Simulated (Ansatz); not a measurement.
Input for (Ga,La)N alloy cell Ga15LaN16 (wurtzite start):

Ansatz 0.2 input:
```yaml
crystal:
  lattice:
    - [6.538412283, -0.000000009, 0.000000042]
    - [-3.269206149, 5.662431085, -0.00000004]
    - [0.000000068, -0.000000036, 10.567325765]
  atoms:
    - { symbol: Ga, position: [0.163723659, 0.336276679, -0.005141936] }
    - { symbol: Ga, position: [0.168598877, 0.33140125, 0.499717318] }
    - { symbol: Ga, position: [0.163723478, 0.827446714, -0.005142017] }
    - { symbol: Ga, position: [0.168598959, 0.837197658, 0.499717339] }
    - { symbol: Ga, position: [0.672552934, 0.336276496, -0.005141997] }
    - { symbol: Ga, position: [0.662802342, 0.331401105, 0.499717334] }
    - { symbol: La, position: [0.66666689, 0.833333557, 0.009221078] }
    - { symbol: Ga, position: [0.666666838, 0.833333406, 0.500385326] }
    - { symbol: Ga, position: [0.333333167, 0.166666598, 0.24633338] }
    - { symbol: Ga, position: [0.333333203, 0.166666604, 0.749069501] }
    - { symbol: Ga, position: [0.32653282, 0.663266431, 0.260327017] }
    - { symbol: Ga, position: [0.326207224, 0.663103595, 0.741680927] }
    - { symbol: Ga, position: [0.836733397, 0.173466984, 0.260327113] }
    - { symbol: Ga, position: [0.836896464, 0.173792937, 0.741680889] }
    - { symbol: Ga, position: [0.836733382, 0.663266499, 0.260327144] }
    - { symbol: Ga, position: [0.83689643, 0.663103505, 0.741680889] }
    - { symbol: N, position: [0.165018225, 0.334981617, 0.187661974] }
    - { symbol: N, position: [0.169269294, 0.330730783, 0.684145367] }
    - { symbol: N, position: [0.165018167, 0.830036578, 0.187661978] }
    - { symbol: N, position: [0.169269317, 0.838538526, 0.684145395] }
    - { symbol: N, position: [0.669963236, 0.334981638, 0.187662033] }
    - { symbol: N, position: [0.66146132, 0.330730648, 0.684145381] }
    - { symbol: N, position: [0.666666562, 0.833333483, 0.228463592] }
    - { symbol: N, position: [0.66666668, 0.833333348, 0.688447648] }
    - { symbol: N, position: [0.333333304, 0.166666663, 0.433871945] }
    - { symbol: N, position: [0.333333143, 0.16666651, 0.939690955] }
    - { symbol: N, position: [0.328968306, 0.664484128, 0.444723812] }
    - { symbol: N, position: [0.300358855, 0.650179468, 0.924391016] }
    - { symbol: N, position: [0.835515881, 0.171031706, 0.444723713] }
    - { symbol: N, position: [0.849820818, 0.199641387, 0.924390986] }
    - { symbol: N, position: [0.835516022, 0.664483997, 0.444723888] }
    - { symbol: N, position: [0.849820817, 0.65017952, 0.92439102] }
basis:
  ecutwfc: 420
  ecutrho_ratio: 4
  xc_grid: 2
kpoints:
  mp_grid: { grid: [4, 4, 2] }
hamiltonian:
  xc: pbe
  dispersion: none
  pseudopotentials: { kind: paw }
scf:
  n_extra_bands: 21
  occupations: { method: fermi_dirac, width: 0.01 }
output:
  forces: true
  stress: true
  eigenstates:
    kpoints:
      - [0.0, 0.0, 0.0]
      - [-0.333333, -0.333333, 0.0]
    e_range: [-4.0, 6.0]
    localisation: true
relax:
  f_tol: 0.03
  max_steps: 90
  cell: { stress_tol: 0.15 }
```

The numbers are results of PBE (plane waves to 420 eV, PAW; Ansatz, a first-principles code), not measurements. Spin–orbit coupling is left out. Its k-point mesh 4×4×2, Fermi–Dirac width 0.01 eV.

Question: Write the closing report of this run, without the band table and long remarks, to eight decimals at most.

Answer: 
```
SCF converged after 6 iterations
Free energy (F): -69153.042546 eV
Harris-Foulkes:  -69153.042546 eV  (|F-HF|=1.25e-9)
Internal energy: -69153.042546 eV  (E = F + TS)
E sigma→0 (E₀):  -69153.042546 eV
Fermi energy:    10.151281 eV
--- Per-component energies (eV) ---
  E_band       = -198.394792
  E_kinetic    = 4014.568920
  E_local      = -30857.027175  (includes V_loc(G=0)·N_el)
  E_nonlocal   = 7256.526376
  E_hartree    = 14132.462651
  E_xc         = -2125.615285
  E_vxc        = -2228.258032  (∫ρ·V_xc dr)
  E_paw        = -37351.327907  (= ΣΔE_a)
  E_vpaw       = -6649.131462  (= ΣTr[D̂ρ^β])
  E_aug_tail   = 0.000269  (compensation charges beyond the density's cutoff)
  E_ewald      = -24222.630396
  E_smearing   = 0.000000  (= −TS)
  E_closure    = 0.000000  (closes the sum)
  Σ components = -69153.042546   (vs F -69153.042546, Δ=0.00e0)
--- Forces (eV/Å), atoms counted from 1 ---
  atom   1  Ga     0.00096952    -0.00055975     0.00187097
  atom   2  Ga     0.00694308    -0.00400859     0.00269661
  atom   3  Ga     0.00000000     0.00111950     0.00187097
  atom   4  Ga     0.00000000     0.00801717     0.00269661
  atom   5  Ga    -0.00096952    -0.00055975     0.00187097
  atom   6  Ga    -0.00694308    -0.00400859     0.00269661
  atom   7  La    0.00000000     0.00000000    -0.01912945
  atom   8  Ga    0.00000000     0.00000000    -0.02770477
  atom   9  Ga     0.00000000    0.00000000     0.00588538
  atom  10  Ga    0.00000000     0.00000000    -0.00226358
  atom  11  Ga     0.00574658     0.00331779     0.00092967
  atom  12  Ga     0.00811950     0.00468779     0.00019095
  atom  13  Ga    0.00000000    -0.00663558     0.00092967
  atom  14  Ga    0.00000000    -0.00937559     0.00019095
  atom  15  Ga    -0.00574658     0.00331779     0.00092967
  atom  16  Ga    -0.00811950     0.00468779     0.00019095
  atom  17  N     -0.00056829     0.00032811     0.00442117
  atom  18  N      0.00093575    -0.00054026     0.00239727
  atom  19  N      0.00000000    -0.00065621     0.00442117
  atom  20  N      0.00000000     0.00108051     0.00239727
  atom  21  N      0.00056829     0.00032811     0.00442117
  atom  22  N     -0.00093575    -0.00054026     0.00239727
  atom  23  N     0.00000000     0.00000000    -0.00312427
  atom  24  N      0.00000000    0.00000000     0.00106703
  atom  25  N      0.00000000    0.00000000     0.00547324
  atom  26  N      0.00000000    0.00000000     0.00778239
  atom  27  N      0.00072700     0.00041973    -0.00409208
  atom  28  N      0.00832483     0.00480634     0.00226176
  atom  29  N     0.00000000    -0.00083947    -0.00409208
  atom  30  N     0.00000000    -0.00961269     0.00226176
  atom  31  N     -0.00072700     0.00041973    -0.00409208
  atom  32  N     -0.00832483     0.00480634     0.00226176
  max |Σ_I F_I| component: 1.50e-5 eV/Å
--- Stress (GPa, compression-positive) ---
       -0.016837       0.000000       0.000000
        0.000000      -0.016837      0.000000
        0.000000      0.000000       0.061474
  P = ⅓ Tr σ = 0.0093 GPa (0.093 kbar)
--- Relaxed structure (4 steps of the walk, 4 accepted, 1 SCFs on fresh bases) ---
  F+E_penalty+E_count = -69153.04254609 eV   max|allowed force component| = 2.771e-2 eV/Å   (the final SCF, on the basis selected at the relaxed cell)
  cell:  # Å, volume = 394.1504 Å³
    - [6.53037836, 0.0, 0.0]
    - [-3.26518918, 5.65547356, 0.0]
    - [0.0, 0.0, 10.67221621]
  atoms:
    - { symbol: Ga, position: [0.16328994, 0.33671006, -0.00523208] }
    - { symbol: Ga, position: [0.16825023, 0.33174977, 0.50098108] }
    - { symbol: Ga, position: [0.16328994, 0.82657989, -0.00523208] }
    - { symbol: Ga, position: [0.16825023, 0.83650046, 0.50098108] }
    - { symbol: Ga, position: [0.67342011, 0.33671006, -0.00523208] }
    - { symbol: Ga, position: [0.66349954, 0.33174977, 0.50098108] }
    - { symbol: La, position: [0.66666667, 0.83333333, 0.01043775] }
    - { symbol: Ga, position: [0.66666667, 0.83333333, 0.49792170] }
    - { symbol: Ga, position: [0.33333333, 0.16666667, 0.24663618] }
    - { symbol: Ga, position: [0.33333333, 0.16666667, 0.74904106] }
    - { symbol: Ga, position: [0.32689292, 0.66344646, 0.26016065] }
    - { symbol: Ga, position: [0.32704343, 0.66352171, 0.74261213] }
    - { symbol: Ga, position: [0.83655354, 0.17310708, 0.26016065] }
    - { symbol: Ga, position: [0.83647829, 0.17295657, 0.74261213] }
    - { symbol: Ga, position: [0.83655354, 0.66344646, 0.26016065] }
    - { symbol: Ga, position: [0.83647829, 0.66352171, 0.74261213] }
    - { symbol: N, position: [0.16558650, 0.33441350, 0.18635237] }
    - { symbol: N, position: [0.16903553, 0.33096447, 0.68469032] }
    - { symbol: N, position: [0.16558650, 0.83117300, 0.18635237] }
    - { symbol: N, position: [0.16903553, 0.83807105, 0.68469032] }
    - { symbol: N, position: [0.66882700, 0.33441350, 0.18635237] }
    - { symbol: N, position: [0.66192895, 0.33096447, 0.68469032] }
    - { symbol: N, position: [0.66666667, 0.83333333, 0.22871695] }
    - { symbol: N, position: [0.66666667, 0.83333333, 0.68809512] }
    - { symbol: N, position: [0.33333333, 0.16666667, 0.43424586] }
    - { symbol: N, position: [0.33333333, 0.16666667, 0.93817989] }
    - { symbol: N, position: [0.32778658, 0.66389329, 0.44444681] }
    - { symbol: N, position: [0.30046601, 0.65023300, 0.92423055] }
    - { symbol: N, position: [0.83610671, 0.17221342, 0.44444681] }
    - { symbol: N, position: [0.84976700, 0.19953399, 0.92423055] }
    - { symbol: N, position: [0.83610671, 0.66389329, 0.44444681] }
    - { symbol: N, position: [0.84976700, 0.65023300, 0.92423055] }
```

Cost: about 5 core-minutes (a rough figure).
